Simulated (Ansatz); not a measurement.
What holes 7.0×10^21 cm⁻³ does to SrTiO3

The reference is SrTiO3 in the cubic perovskite structure (space group Pm-3m, No. 221; a = 3.908 Å).

Now apply this change: 0.418 holes added to each cell, a density of 7.0×10^21 cm⁻³, with a uniform compensating background at fixed cell and a 300 K Fermi–Dirac width.

Method: plane-wave PAW DFT at the r2SCAN level (Ansatz, a first-principles code, 500 eV), no spin-orbit coupling, earlier PAW set. k-mesh 12×12×12 (Γ-centred); smearing 0.0259 eV (Fermi–Dirac).

```csv
quantity,base,changed,shift
gap between the host's bands,2.27 eV,2.46 eV,+0.19 eV
gap character,"indirect, R → Γ","indirect, R → Γ",–
Fermi level relative to the doped band's edge (positive inside the band; to 0.05 eV),–,+0.25 eV,–
```

Final structure:

```
SrTiO3
1.0
    3.90753     0.00000     0.00000
    0.00000     3.90753     0.00000
    0.00000     0.00000     3.90753
Sr Ti O
1 1 3
Direct
  0.00000   0.00000   0.00000
  0.50000   0.50000   0.50000
  0.00000   0.50000   0.50000
  0.50000   0.50000   0.00000
  0.50000   0.00000   0.50000
```
Cell charge +0.417642.

Cost of the whole job for the changed cell (relaxation, final SCF and bands): roughly 40 core-seconds.

Charged cell with a jellium background: band edges are those of the host's band count, energies are not comparable with the neutral cell, and many-body gap narrowing is missing. No phonon test of stability was made. The final runs are not spin-polarised. Many cubic perovskites are stable only at high temperature; tilts and polar distortions were not tested.
